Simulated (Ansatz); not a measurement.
Take SrTiO3 in the cubic perovskite structure (space group Pm-3m, No. 221; a = 3.891 Å) as the base.

The change: cell and atoms relaxed at a pressure of 30 GPa.

Levels (all Ansatz, an electronic-structure program, PAW): PBEsol (420 eV, spin-orbit coupling left out); r2SCAN (500 eV, without spin-orbit coupling); HSE06 (420 eV, no spin-orbit coupling).

One geometry, relaxed with PBEsol, under each level:

```csv
level,band gap,lowest conduction level above the VBM at special points,pressure
PBEsol,2.05 eV,Γ 2.05 eV; X 2.30 eV; M 4.56 eV; R 5.41 eV,30.00 GPa
r2SCAN,2.55 eV,Γ 2.55 eV; X 2.78 eV; M 4.97 eV; R 5.83 eV,34.41 GPa
HSE06,3.65 eV,Γ 3.65 eV; X 3.92 eV; M 6.35 eV,–
```

Single points use the geometry relaxed with PBEsol. Their cutoffs differ, which shifts pressures a little. HSE06 was sampled on its mesh, a few special points and the semilocal edge points, so its gap is an upper bound. Load acts through the strain it causes; cell and atoms are relaxed under it. Stability against distortions was not tested. Competing high-pressure phases were not computed. The final runs are not spin-polarised. Many cubic perovskites are stable only at high temperature; tilts and polar distortions were not tested.
